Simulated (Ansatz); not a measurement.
# Converging the plane-wave cutoff: CuO (P2, 4 atoms in the cell)

```
CuO
1.0
    1.99694    -2.16001     0.00000
    1.99694     2.16001     0.00000
    0.00000     0.00000     5.17140
Cu O
2 2
Direct
  0.00000   0.50000   0.00967
  0.50000   0.00000   0.50000
  0.50000   0.50000   0.25000
  0.50000   0.50000   0.75000
```

Computed with PBEsol, default PAW files made with PBE (plane waves; Ansatz, a program for electronic structure).

Base settings: basis.ecutwfc = 420 eV; kpoints.mp_grid.grid = 8 8 5; hamiltonian.xc = pbesol; hamiltonian.pseudopotentials = {kind: paw} (the program's default PAW files); scf.occupations.method = fermi_dirac; scf.occupations.width = 0.1 eV.

The second cell is the first with its lattice scaled by 0.98.

The mesh stays at the base's, so the ladder's end is converged at best in this setting alone.

The first pressure column holds Ansatz's estimate of the finite-basis (Pulay) stress, which hides part of the cutoff error; the other is without it.

Only quantities that move along the ladder and can be compared are tabulated.

The count of work is k-points × plane waves × bands × iterations; it is no time. 

The starting cell comes from a database of computed structures (which also holds hypothetical and non-ambient phases and stackings), without a prior relaxation at this level. Its lattice was rescaled by up to half a per cent. One atom was moved a little off its site on purpose. Spin polarisation is off, so a magnetic state, if there is one, cannot be reached. In the base run, with a pressure of about -7 GPa the cell is away from its equilibrium volume at this level. The run gives no clean gap (levels at the Fermi energy touch, overlap or are partly filled at this smearing), which alone does not show that the compound is a metal.

```csv
basis.ecutwfc,free energy less the last step's (meV/atom),energy of the compressed cell less the first (meV/atom),pressure (GPa),pressure without the Pulay estimate (GPa),largest difference of a force vector from the last step's (eV/Å),count of work / last
145 eV,64462.64,91.68,36.88,-2886.49,1.530,0.072
170 eV,28579.30,110.38,48.54,-1465.05,0.294,0.090
190 eV,14821.66,218.52,21.00,-850.39,0.686,0.097
210 eV,7789.41,64.08,0.34,-502.38,0.701,0.12
230 eV,4102.42,-38.41,-5.73,-300.57,0.501,0.13
250 eV,2109.94,-15.73,-9.44,-177.88,0.202,0.14
295 eV,451.87,-19.94,-8.31,-53.93,0.041,0.19
335 eV,105.07,-11.75,-7.45,-19.80,0.005,0.19
380 eV,20.60,-10.37,-7.14,-9.74,0.001,0.23
420 eV,5.69,-10.18,-7.11,-7.78,0.001,0.26
460 eV,2.07,-10.09,-7.09,-7.27,0.000,0.30
505 eV,1.11,-10.08,-7.08,-7.13,0.000,0.35
565 eV,0.76,-10.08,-7.09,-7.11,0.000,0.42
630 eV,0.52,-10.09,-7.09,-7.10,0.000,0.48
735 eV,0.38,-10.10,-7.09,-7.10,0.000,0.53
840 eV,0.21,-10.10,-7.09,-7.11,0.000,0.75
1010 eV,0.00,-10.11,-7.09,-7.10,0.000,1.0
```

Coarsest basis.ecutwfc that holds the forces within 0.01 eV/Å of the last step, with all finer ones: 335 eV, at 0.19 of the last step's count of work; the step before is off by 0.041 eV/Å.

Coarsest basis.ecutwfc that holds the free energy within 5 meV/atom of the last step, with all finer ones: 460 eV, at 0.30 of the last step's count of work; the step before is off by 5.7 meV/atom.

Coarsest basis.ecutwfc that holds the pressure without the Pulay estimate within 1 GPa of the last step, with all finer ones: 420 eV, at 0.26 of the last step's count of work; the step before is off by 2.6 GPa.

The energy difference between the two cells stays within 1 meV/atom of the last step's from 380 eV on, the total only from 565 eV on: much of the error is common to both cells and cancels.

At the lowest cutoff the pressure without the Pulay estimate lies 2880 GPa under the last step's, the usual sign of Pulay stress in an incomplete plane-wave basis.

Keys are those of Ansatz 0.2.
